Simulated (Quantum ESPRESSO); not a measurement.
Short convergence ladders for ScCd (P4mm, 2 atoms in the cell)

```
CELL_PARAMETERS angstrom
      3.54389     0.00000     0.00000
      0.00000     3.54389     0.00000
      0.00000     0.00000     3.54389
ATOMIC_POSITIONS crystal
  Sc 0.50000 0.50000 0.51411
  Cd 0.00000 0.00000 0.00000
```

Base method: PBEsol, GBRV 1.5 ultrasoft (PBESOL) pseudopotentials (plane waves; Quantum ESPRESSO 7.5).

Base settings: ecutwfc = 50 Ry; ecutrho = 400 Ry; occupations = smearing; smearing = gauss; degauss = 0.0073499 Ry; potentials = {Sc: sc_pbesol_v1.uspp.F.UPF, Cd: cd_pbesol_v1.uspp.F.UPF}; K_POINTS = automatic 3 3 3 0 0 0; conv_thr = 1e-10 Ry; mixing_beta = 0.7.

The count of work is k-points × plane waves × bands × iterations; it is no time. 

**The cutoff for other potential files**

Level: DFT, PBEsol, plane waves, PSlibrary PAW (PBE) pseudopotentials.

In this ladder: pseudopotentials = {Sc: Sc.pbe-spn-kjpaw_psl.1.0.0.UPF, Cd: Cd.pbe-n-kjpaw_psl.1.0.0.UPF}; input_dft = pbesol. Moved along: ecutrho.

The second cell is the first with its lattice scaled by 0.98.

The mesh stays at the base's, so the ladder's end is converged at best in this setting alone.

Only quantities that move along the ladder and can be compared are tabulated.

```csv
ecutwfc,free energy less the last step's (meV/atom),energy of the compressed cell less the first (meV/atom),pressure (GPa),largest difference of a force vector from the last step's (eV/Å),count of work / last
25 Ry,4003.15,-85.08,-164.68,0.104,0.052
30 Ry,755.94,-9.55,-38.38,0.020,0.089
38 Ry,113.04,-12.25,-5.91,0.001,0.14
47 Ry,62.71,-11.87,-4.18,0.002,0.17
55 Ry,32.10,-10.94,-4.08,0.000,0.24
66 Ry,12.77,-11.49,-3.70,0.000,0.40
82 Ry,2.39,-11.75,-3.51,0.000,0.52
110 Ry,0.00,-11.75,-3.44,0.000,1.0
```

Coarsest ecutwfc that holds the free energy within 5 meV/atom of the last step, with all finer ones: 82 Ry; the step before is off by 13 meV/atom.

Coarsest ecutwfc that holds the forces within 0.01 eV/Å of the last step, with all finer ones: 38 Ry, at 0.14 of the last step's count of work; the step before is off by 0.020 eV/Å.

Coarsest ecutwfc that holds the energy of the compressed cell less the first within 0.2 meV/atom of the last step, with all finer ones: 82 Ry; the step before is off by 0.26 meV/atom.

At the lowest cutoff the pressure lies 161 GPa under the last step's, the usual sign of Pulay stress in an incomplete plane-wave basis.

**The density cutoff**

The mesh stays at the base's, so the ladder's end is converged at best in this setting alone.

Only quantities that move along the ladder and can be compared are tabulated.

| ecutrho | free energy less the last step's (meV/atom) | pressure (GPa) |
|---|---|---|
| 100 Ry | -1.44 | -3.56 |
| 150 Ry | -0.79 | -3.64 |
| 200 Ry | -0.01 | -3.68 |
| 250 Ry | -0.02 | -3.68 |
| 300 Ry | -0.04 | -3.68 |
| 400 Ry | 0.00 | -3.68 |
| 500 Ry | 0.00 | -3.68 |
| 600 Ry | -0.01 | -3.68 |
| 800 Ry | 0.00 | -3.68 |

Coarsest ecutrho that holds the free energy within 1 meV/atom of the last step, with all finer ones: 150 Ry; the step before is off by 1.4 meV/atom.

Coarsest ecutrho that holds the pressure within 0.1 GPa of the last step, with all finer ones: 150 Ry; the step before is off by 0.13 GPa.

On the base run: the starting cell comes from a database of computed structures (which also holds hypothetical and non-ambient phases and stackings), without a prior relaxation at this level. Its lattice was rescaled by up to half a per cent. One atom was moved a little off its site on purpose. In the base run, with a pressure of about -4 GPa the cell is away from its equilibrium volume at this level. Without a gap this mesh is coarse (it stands for a supercell whose shortest vector is 11 Å).
